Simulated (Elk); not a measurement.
Worked example: self-consistent single point of CoPd₃ (Pm-3m, 4 atoms in the cell) in Elk.

Method of the run: PBEsol, all-electron FP-LAPW, Elk's shipped species files, default APW+lo basis run with Elk 10.2.4.

The change in words: lattice scaled by 0.98. Reference geometry:
```
CoPd3
1.0
    3.89388     0.00000     0.00000
    0.00000     3.89388     0.00000
    0.00000     0.00000     3.89388
Co Pd
1 3
Cartesian
  0.00000   0.00000   0.00000
  0.00000   1.94694   1.94694
  1.94694   0.00000   1.94694
  1.94694   1.94694   0.00000
```
Moments meant for the start (each program seeds them in its own way; μB, in the order of the atoms Co Pd Pd Pd): 3.0 1.0 1.0 1.0.

Reference input (self-consistent single point, DFT, PBEsol, all-electron FP-LAPW, Elk's shipped species files, default APW+lo basis): xctype = 22; spinpol = true; swidth = 0.00367493 Ha; ngridk = 9 9 9; reducebf = 0.8; rmtscf = 0.94; maxscl = 100; bfcmt = [[0.0, 0.0, -0.75], [0.0, 0.0, -0.25], [0.0, 0.0, -0.25], [0.0, 0.0, -0.25]]. This run's input differs from it in these lines:

```diff
@@ -22,5 +22,5 @@
 avec
-    7.3583648724    0.0000000000    0.0000000000
-    0.0000000000    7.3583648724    0.0000000000
-    0.0000000000    0.0000000000    7.3583648724
+    7.2111967813    0.0000000000    0.0000000000
+    0.0000000000    7.2111967813    0.0000000000
+    0.0000000000    0.0000000000    7.2111967813
```

Output (repeated stretches shortened):

```
│ Self-consistent loop started │
│ Loop number : 1 │
 total energy                :     -16481.5136238
 total moment                :    4.815990130
│ Loop number : 2 │
 total energy                :     -16482.0371918
 total moment                :    4.797125925
RMS change in Kohn-Sham potential (target) :    2.372263806     (  0.1000000000E-05)
Absolute change in total energy (target)   :   0.5235679447     (  0.1000000000E-03)
│ Loop number : 3 │
 total energy                :     -16485.1106971
 total moment                :    4.773532439
RMS change in Kohn-Sham potential (target) :    2.388076718     (  0.1000000000E-05)
   [... lines left out ...]
│ Loop number : 38 │
 total energy                :     -16526.2836297
 total moment                :    2.982426043
RMS change in Kohn-Sham potential (target) :   0.1625318997E-05 (  0.1000000000E-05)
Absolute change in total energy (target)   :   0.3952768748E-04 (  0.1000000000E-03)
│ Loop number : 39 │
 total energy                :     -16526.2836416
 total moment                :    2.982412918
RMS change in Kohn-Sham potential (target) :   0.7803746771E-06 (  0.1000000000E-05)
Absolute change in total energy (target)   :   0.2176854832E-04 (  0.1000000000E-03)
Convergence targets achieved

│ Loop number : 40 │

Energies :
 Fermi                       :     0.309438396782
 xc effective B-field        :    -0.862908788770E-01
 external B-field            :      0.00000000000
 total energy                :     -16526.2836466
 (external B-field energy excluded from total)

Density of states at Fermi energy :    174.6159404
 (states/Hartree/unit cell)

Estimated indirect band gap :   0.5887250002E-03
 from k-point     21 to k-point     28
Estimated direct band gap   :   0.7506401498E-03
 at k-point     29

Charges :
 core                        :    96.00000000
 valence                     :    69.00000000
 interstitial                :    5.042515564
 muffin-tins (core leakage)
  species :    1 (Co)
   atom    1                 :    25.66352164     (  0.9895911986E-03)
  species :    2 (Pd)
   [... lines left out ...]

Moments :
 interstitial                :  -0.3072772963E-01
 muffin-tins
  species :    1 (Co)
   atom    1                 :    2.036199427
  species :    2 (Pd)
   atom    1                 :   0.3256492203
   atom    2                 :   0.3256492203
   atom    3                 :   0.3256492203
 total in muffin-tins        :    3.013147088
 total moment                :    2.982419358

│ Self-consistent loop stopped │
```

The run converged in 40 iterations. The count includes the last loop, which Elk runs after its targets are met. Against the reference run the free energy drops by 48.2 meV/atom and the size of the net moment hardly changes (0.76 to 0.75 μB/atom).

The starting cell comes from a database of computed structures (which also holds hypothetical and non-ambient phases and stackings), without a prior relaxation at this level. Its lattice was rescaled by a random factor within 2.5 % of one. For this run, on top of that: lattice scaled by 0.98. The magnetic order is the one reached from the typed start; others were not searched systematically. Values depend on the basis (sphere radii, cutoffs, local orbitals), which need not be converged. The log's line on a gap gives a spacing of levels on this mesh, which the program prints for metals too.

Cost on one core of a shared machine: roughly 3 min.
